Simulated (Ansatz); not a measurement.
Si on the N site in metastable zinc-blende GaN: one set of geometries, relaxed with PBE, evaluated in Ansatz (PAW, plane waves to 420 eV, 500 eV under r2SCAN) with PBE, r2SCAN.

Set-up: 64-site cell; 2×2×2 shifted k-points; start: the N site; charged states image-corrected; not converged in cell size.

```
quantity                                                              PBE  r2SCAN
-------------------------------------------------------------------  ----  ------
host gap (eV)                                                        1.54       …
ε(0/−1) above the VBM (eV)                                           1.11       …
neutral formation energy against N2 molecule in a box, silicon (eV)  5.32       …
largest moment on one atom at charge 0 (μB)                          0.15       …
```

Problem. Given the lower rungs, what does r2SCAN give?

Solution. 
- host gap (eV), r2SCAN: 1.94
- ε(0/−1) above the VBM (eV), r2SCAN: 1.24
- neutral formation energy against N2 molecule in a box, silicon (eV), r2SCAN: 5.44
- largest moment on one atom at charge 0 (μB), r2SCAN: 0.16

Ansatz is a program for electronic structure.
